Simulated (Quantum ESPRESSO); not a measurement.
# Energy against c/a at fixed volume: hcp Re (space group 194) (Quantum ESPRESSO, PBE)

```xyz
2
Lattice="2.8102 0.0000 0.0000 -1.4051 2.4337 0.0000 0.0000 0.0000 4.3595" Properties=species:S:1:pos:R:3 pbc="T T T"
Re     1.4051     0.8112     3.2696
Re     0.0000     1.6225     1.0899
```

Method of the run: PBE, PSlibrary PAW (PBE) pseudopotentials (plane waves; Quantum ESPRESSO 7.5). Settings: ecutwfc = 78 Ry; ecutrho = 468 Ry; occupations = smearing; smearing = fermi-dirac; degauss = 0.0036749 Ry; potentials = {Re: Re.pbe-spn-kjpaw_psl.1.0.0.UPF}; K_POINTS = automatic 28 28 16 0 0 0; conv_thr = 1e-10 Ry; mixing_beta = 0.5. The cell above is the first row's. The rows change c/a at fixed volume. In all rows fractional positions and the k mesh are held. E is the free energy at the stated smearing, counted from the lowest row.

| c/a | E (meV/atom) |
|---|---|
| 1.5513 | 21.69 |
| 1.5675 | 12.16 |
| 1.5836 | 5.38 |
| 1.5998 | 1.32 |
| 1.6159 | 0.00 |
| 1.6321 | 1.44 |
| 1.6483 | 5.65 |
| 1.6644 | 12.62 |
| 1.6806 | ? |

Question: Using a cubic, estimate the missing E at c/a = 1.6806 from the other rows, showing the fit.

Answer: With u = c/a - 1.61, the rows have u = -0.05870, -0.04250, -0.02640, -0.01020, 0.00590, 0.02210, 0.03830, 0.05440. Least squares gives E = 0.165 - 59.11·u + 5268.4·u² + 482·u³. Residuals (row less fit): -0.001, 0.004, -0.008, 0.004, 0.000, 0.003, -0.006, 0.002; standard error 0.006 (degrees of freedom: 4). The fitted curve has its minimum at c/a = 1.62, where E = 0.00. To one more digit the minimum is at c/a = 1.616; the ideal close-packed ratio is 1.633. At the withheld row, u = 0.07060, so E = 0.165 - 59.11 × 0.07060 + 5268.4 × 0.07060² + 482 × 0.07060³ = 22.421 meV/atom. The calculation gives 22.27 meV/atom, 0.151 meV/atom below the prediction (0.7 % of the range of E in the table). The row lies outside the fitted rows, so this is an extrapolation. From the scatter of the fitted rows alone, a prediction at this place has a standard error of 0.017 meV/atom, so the miss is 9.0 times that.

Carrying the step between the two nearest rows on in a straight line would have given 19.63, off by 2.64; series whose last step already gives the withheld value aren't shown. The reference cell has the volume at which an earlier scan in this program and functional put its minimum by a fit; axis ratios and inner coordinates come from a measured-size cell. The runs keep the symmetry of the cell, so they don't test it for distortions. The best c/a moves a little with volume. Spin polarisation is off. Spin-orbit coupling is off. In metals such curves are sensitive to mesh and smearing. Cutoffs and mesh are single choices, not tested for convergence of this quantity. Series with a scatter that would blur these digits, or in which a gap closes, are not shown. Strain series were run only where this level's volume lies within 10 % of a first guess from the measured size.

Terms beyond the fitted order, or numerical noise in single rows, can give a miss of this size; the table doesn't tell which.
